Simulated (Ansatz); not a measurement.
**Response to strain in ScSi**

Consider ScSi (space group Cmcm, No. 63; a cell from a computed database, its experimental status unchecked; relaxed with 0.1 eV smearing).

```yaml
crystal:
  lattice:
    - [1.97263, -4.91199, 0.00000]
    - [1.97263, 4.91199, 0.00000]
    - [0.00000, 0.00000, 3.64190]
  atoms:
    - { symbol: Sc, position: [0.13906, 0.86094, 0.75000] }
    - { symbol: Sc, position: [0.86094, 0.13906, 0.25000] }
    - { symbol: Si, position: [0.41872, 0.58128, 0.75000] }
    - { symbol: Si, position: [0.58128, 0.41872, 0.25000] }
```

Cartesian axes are those of the cell as printed.

Strains are applied to the cell and any free atomic positions relax; under biaxial strain the out-of-plane vector relaxes too; under stress the whole cell relaxes.

All numbers come from Kohn–Sham DFT with the PBEsol functional, run in Ansatz (a first-principles code) with PAW and 420 eV plane waves, no SOC.

Notes on the quantities. energy relative to the base: free energy F; pressure: mean of the normal stresses, compression positive.

| change | energy relative to the base | shortest interatomic distance | pressure |
|---|---|---|---|
| base | 0 meV/atom | 2.422 Å | 0.0 GPa |
| biaxial strain −2.04 %, plane normal [001], relaxed out of plane | +11 meV/atom | 2.415 Å | ___ |
| biaxial strain −0.38 %, plane normal [001], relaxed out of plane | ___ | 2.421 Å | 0.6 GPa |
| isotropic strain −2.69 % | ___ | 2.365 Å | 10.4 GPa |
| uniaxial strain ε_yy = +3.89 % | +19 meV/atom | ___ | -3.7 GPa |
| uniaxial stress, 8 GPa tension along x | +26 meV/atom | 2.411 Å | – |

**Question.** Some entries are withheld; estimate them.

**Answer.** 
- biaxial strain −2.04 %, plane normal [001], relaxed out of plane, pressure: 3.4 GPa
- biaxial strain −0.38 %, plane normal [001], relaxed out of plane, energy relative to the base: +0.4 meV/atom
- isotropic strain −2.69 %, energy relative to the base: +42 meV/atom
- uniaxial strain ε_yy = +3.89 %, shortest interatomic distance: 2.447 Å

Stability under load was not tested beyond the relaxation. All final runs are without spin polarisation.
